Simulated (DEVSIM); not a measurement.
System: Mo/Al2O3/p-Si capacitor, at 400 K.

| layer (left to right) | material | thickness (nm) | Na (cm⁻³) |
|---|---|---|---|
| 1 | Al2O3 | 11.0 | - |
| 2 | Si | 440 | 1.7e18 |

Metal gate on the left, work function 4.6 eV. Fixed charge at the semiconductor interface -3.4e11 cm⁻² (in units of +e); no interface traps.

The device is made up for the run: typed textbook-type constants, with dimensions and the other settings drawn at random. Values at 300 K; Nc and Nv go as T^1.5, mobilities as T to minus their exponent, the gap by Varshni's rule with the affinity fixed.

```tsv
parameter	Al2O3	Si
gap (eV)	6.8	1.124
affinity (eV)	1.35	4.05
permittivity	9	11.7
Nc (cm⁻³)	-	2.86e19
Nv (cm⁻³)	-	3.1e19
Varshni α (eV/K)	-	0.000473
Varshni β (K)	-	636
```

Model (solved in DEVSIM): 1D Poisson equation in equilibrium, Boltzmann statistics, complete ionisation; no quantum confinement or tunnelling. Metal contacts follow the ideal Schottky-Mott rule: no Fermi-level pinning, no interface dipoles.

Base results: capacitance of the dielectric stack (μF/cm²) 0.724; flat-band voltage (V) -0.36; minimum of the low-frequency capacitance (μF/cm²) 0.282.

Problem. What follows from this one change: Al2O3 thickness 0.011 → 0.013 μm?

Solution. capacitance of the dielectric stack 0.724 → 0.613 μF/cm²; flat-band voltage -0.36 → -0.34 V; minimum of the low-frequency capacitance 0.282 → 0.263 μF/cm².

Problem. What follows from this one change: fixed charge -3.4e+11 → -3.34e+12 cm^-2?

Solution. capacitance of the dielectric stack little changed (0.724 μF/cm²); flat-band voltage -0.36 → 0.31 V; minimum of the low-frequency capacitance little changed (0.286 μF/cm²).

Problem. What follows from this one change: substrate doping 1.7e+18 → 8.5e+17 cm^-3?

Solution. capacitance of the dielectric stack little changed (0.724 μF/cm²); flat-band voltage -0.36 → -0.33 V; minimum of the low-frequency capacitance 0.282 → 0.231 μF/cm².

Problem. What follows from this one change: gate work function 4.6 → 4.45 eV?

Solution. capacitance of the dielectric stack little changed (0.724 μF/cm²); flat-band voltage -0.36 → -0.51 V; minimum of the low-frequency capacitance little changed (0.285 μF/cm²).
